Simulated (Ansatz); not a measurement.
**zincblende GaP (F-43m): a fit under uniaxial stress along [110] (tension)**

Cell and atoms relaxed with PBEsol to each stress σ (compression positive); gaps by r2SCAN with spin-orbit coupling, rigid bands (plane waves, PAW; Ansatz, a program for electronic structure). Unloaded cell: a = b = c = 3.846 Å, α = β = γ = 60.00°.

```
σ (GPa)  strain along [110] (%)  gap (eV)
-------  ----------------------  --------
0                             0     1.806
-1.40                      1.04     1.714
-7.00                      5.86     1.109
-9.80                      8.91     0.764
```

**Question.** Fit E_g = 1.806 eV + aσ + bσ² and ε = cσ + dσ² to the loaded rows by least squares.

**Answer.** a = 0.0753 eV/GPa, b = -0.00322 eV/GPa²; c = -0.675 %/GPa, d = 0.0237 %/GPa².

**Question.** One run was withheld, at σ = -4.20 GPa. Predict its gap and its strain along [110], then set them beside the run.

**Answer.** E_g = 1.806 + (0.0753)(-4.20) + (-0.00322)(-4.20)² = 1.433 eV and ε = (-0.675)(-4.20) + (0.0237)(-4.20)² = 3.25 %. The run gave 1.447 eV and 3.29 %, misses of 0.014 eV and 0.04 percentage points.

Gaps are resolved to about 0.01 eV; third decimals are kept for the arithmetic. Every relaxation keeps the zincblende phase (space group Imm2 under this load), so a transition, a distortion that breaks the symmetry or fracture can't show.
